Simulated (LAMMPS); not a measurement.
LAMMPS 22 Jul 2025, classical MD, EAM (NiAlH_jea.eam.alloy): NiAl, 1458 atoms.

- task = MD, nve
- potential = EAM, NiAlH_jea.eam.alloy
- copies of the repeat unit = 9×9×9
- shape (slab and sphere leave vacuum in the box) = bulk
- steps = 2000
- timestep = 2 fs
- thermo = 50
- newton = on (default)
- atom_modify sort (bins of 2 Å where set) = 1000 (default)
- comm_style = brick (default)
- box = 26.0 × 26.0 × 26.0 Å
- start = generated B2 lattice, warmed in an untimed run

All runs start from one configuration, warmed at this fixed volume for 1000 steps under a thermostat at 1200 K. The run at a skin of 2 Å has a mean temperature of 1180 K and a mean pressure of 4.4 GPa.

Each setting ran once; only counts and results are compared.

With neigh_modify every 1 delay 0 check yes, skins of 0.1, 0.3, 0.5, 1, 1.5, 2, 3 Å were run. Further schedules:
- skin 1 Å, every 1 delay 10 check yes
- skin 1 Å, every 10 delay 0 check yes
- skin 1 Å, every 100 delay 0 check no
- skin 2 Å, every 20 delay 0 check no
- skin 2 Å, every 1 delay 10 check yes
- skin 2 Å, every 10 delay 0 check yes
- skin 0.3 Å, every 10 delay 0 check yes

A schedule rebuilds too seldom if it shows a dangerous build, rebuilds less often than the check at every step does at that skin, or fails.

**Question.** How often does the distance check rebuild the lists at each skin, and which schedules rebuild too seldom?

**Answer.** With the check at every step the rebuilds are 1383 at 0.1 Å, 560 at 0.3 Å, 352 at 0.5 Å, 173 at 1 Å, 97 at 1.5 Å, 46 at 2 Å, 0 at 3 Å. Too seldom: skin 1 Å, every 1 delay 10 check yes; skin 1 Å, every 10 delay 0 check yes; skin 1 Å, every 100 delay 0 check no; skin 2 Å, every 10 delay 0 check yes; skin 0.3 Å, every 10 delay 0 check yes.

```tsv
setting	rebuilds	dangerous builds	list entries an atom	change of the total energy (meV/atom)
skin 0.1 Å, every 1 delay 0 check yes	1383	—	30.4	−0.0069
skin 0.3 Å, every 1 delay 0 check yes	560	—	31.9	−0.0069
skin 0.5 Å, every 1 delay 0 check yes	352	—	35.2	−0.0069
skin 1 Å, every 1 delay 0 check yes	173	—	53.6	−0.0069
skin 1.5 Å, every 1 delay 0 check yes	97	—	64.4	−0.0069
skin 2 Å, every 1 delay 0 check yes	46	—	80.1	−0.0069
skin 3 Å, every 1 delay 0 check yes	0	—	114	−0.0069
skin 1 Å, every 1 delay 10 check yes	173	23	53.6	−0.0069
skin 1 Å, every 10 delay 0 check yes	104	9	53.6	−0.0069
skin 1 Å, every 100 delay 0 check no	20	not counted	53.7	+0.0064
skin 2 Å, every 20 delay 0 check no	100	not counted	80.2	−0.0069
skin 2 Å, every 1 delay 10 check yes	46	0	80.1	−0.0069
skin 2 Å, every 10 delay 0 check yes	39	0	80.1	−0.0069
skin 0.3 Å, every 10 delay 0 check yes	200	200	31.9	−0.039
```

Where the energy changes as in the checked runs, the late rebuilds cost nothing that shows in this run. List entries are as LAMMPS prints them (Ave neighs/atom).
